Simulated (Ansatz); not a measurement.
We consider Sn3O4 (model structure, within 0.1 Å of Pbam, No. 55, 14 atoms in the cell), described by r²SCAN (Ansatz, a program for electronic structure, plane waves, PAW).

Numerical settings: plane-wave cutoff 560 eV, 18×6×8 k mesh (along the axes of the cell as run), Fermi–Dirac smearing 0.05 eV, scalar-relativistic PAW data made under PBE.

Cell (relaxed with PBEsol):

```
CELL_PARAMETERS angstrom
      3.22136     0.00000     0.32227
      0.00000     8.96209     0.00000
     -0.78873     0.00000     7.90386
ATOMIC_POSITIONS crystal
  Sn 0.00017 0.16107 0.14990
  Sn 0.99983 0.83893 0.85010
  Sn 0.99983 0.66107 0.35010
  Sn 0.00017 0.33893 0.64990
  Sn 0.50000 0.50000 0.00000
  Sn 0.50000 0.00000 0.50000
  O  0.50009 0.32641 0.82965
  O  0.49991 0.67359 0.17035
  O  0.49991 0.82641 0.67035
  O  0.50009 0.17359 0.32965
  O  0.99996 0.09518 0.63286
  O  0.00004 0.90482 0.36714
  O  0.00004 0.59518 0.86714
  O  0.99996 0.40482 0.13286
```

Q: Estimate the band gap and Γ–Γ gap that the calculation returns.

A: 
- band gap = 1.15 eV (on the SCF k mesh)
- Γ–Γ gap = 2.21 eV

Note: cell and atoms aren't relaxed at this level (largest force component 0.15 eV/Å, pressure -0.4 GPa).

Spin–orbit coupling is not included.

A model structure was made by putting elements into a prototype or built by hand; it is no filed structure, need not be a known phase, and can be a saddle point held by its symmetry.
